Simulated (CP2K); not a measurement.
CP2K is run on CuGaSe₂ (I-42d, 8 atoms in the cell), and the run fails. The aim is a self-consistent single point with DFT PBE, GPW, DZVP-MOLOPT-SR-GTH basis, GTH-PBE potentials (GTH_POTENTIALS).

Cell that was meant: a = 6.8118 Å, b = 6.8118 Å, c = 6.8118 Å, α = 131.20°, β = 131.20°, γ = 71.50°.

Part of the input:

```
  METHOD Quickstep
  STRESS_TENSOR ANALYTICAL
  &DFT
    BASIS_SET_FILE_NAME BASIS_MOLOPT_SR
    POTENTIAL_FILE_NAME GTH_POTENTIALS
    &QS
      METHOD GPW
```

Output (repeated stretches shortened):

```
 GLOBAL| Method name                                                        CP2K
 GLOBAL| Project name                                                        run
 GLOBAL| Run type                                                   ENERGY_FORCE

 CELL| Volume [angstrom^3]:                                           175.133765
 CELL| Vector a [angstrom]:       6.812     0.000     0.000   |a| =     6.811820
 CELL| Vector b [angstrom]:       2.161     6.460     0.000   |b| =     6.811820
 CELL| Vector c [angstrom]:      -4.486    -3.230     3.980   |c| =     6.811820
 CELL| Angle (b,c), alpha [degree]:                                   131.195124
 CELL| Angle (a,c), beta  [degree]:                                   131.195128
 CELL| Angle (a,b), gamma [degree]:                                    71.503249
 CELL| Numerically orthorhombic:                                              NO
 CELL| Periodicity                                                           XYZ

 *******************************************************************************
 *   ___                                                                       *
 *  /   \                                                                      *
 * [ABORT]                                                                     *
 *  \___/   The specified OLD file <BASIS_MOLOPT_SR> cannot be opened. It does *
 *    |      not exist. *
 *  O/|
 * /| |
 * / \                                                   common/cp_files.F:406 *
 *******************************************************************************

 ===== Routine Calling Stack =====

            3 read_qs_kind
            2 create_qs_kind_set
            1 CP2K
Abort(1) on node 0 (rank 0 in comm 0): application called MPI_Abort(MPI_COMM_WORLD, 1) - process 0
```

Problem. Read the log: what does the program object to, and what is the fix?

Solution. The fault is a potential or basis that cannot be found. The input names a file or set that is not where the program looks, or that does not exist under that name. To fix it, correct the name or place the file. The program stopped before any SCF iteration.

The sound input it was made from differs as follows (other fixes are possible):
```diff
-    BASIS_SET_FILE_NAME BASIS_MOLOPT_SR
+    BASIS_SET_FILE_NAME BASIS_MOLOPT
```

With that input, the run converged in 25 iterations: free energy E − TS -7708.5531 eV; top of the valence band (on the code's own zero) 4.31 eV; gap on the k-point mesh 0.19 eV; pressure 3.37 GPa; largest force (vector length) 0.308 eV/Å (DFT PBE, GPW, DZVP-MOLOPT-SR-GTH basis, GTH-PBE potentials (GTH_POTENTIALS)).

On the sound input: the starting cell has typed, rounded lattice constants, without a prior relaxation at this level. Its lattice was rescaled by a random factor within 2.5 % of one. Spin polarisation is off. Values carry the incompleteness of an atom-centred basis. With a pressure of about 3 GPa the cell is away from its equilibrium volume at this level.
